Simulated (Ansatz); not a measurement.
Take GaSb in the zinc blende structure (space group F-43m, No. 216; a = 6.1324 Å) as the base.

Computed with plane-wave PAW DFT at the r2SCAN level (Ansatz, a first-principles code, 500 eV), scalar-relativistic without spin-orbit coupling.

Before the change:

| Quantity | Result |
|---|---|
| Lattice parameter a | 6.132 Å |
| Gap character | direct at Γ |

The change: a negative pressure, −2 GPa.

Predict the new lattice parameter a and gap character.

The lattice parameter a grows by 0.0862 Å (6.132 Å → 6.219 Å); the gap character stays direct at Γ.

Spin-orbit coupling, missing from the scalar runs, can matter with Sb. Load acts through the strain it causes; cell and atoms are relaxed under it. Stability against distortions was not tested.
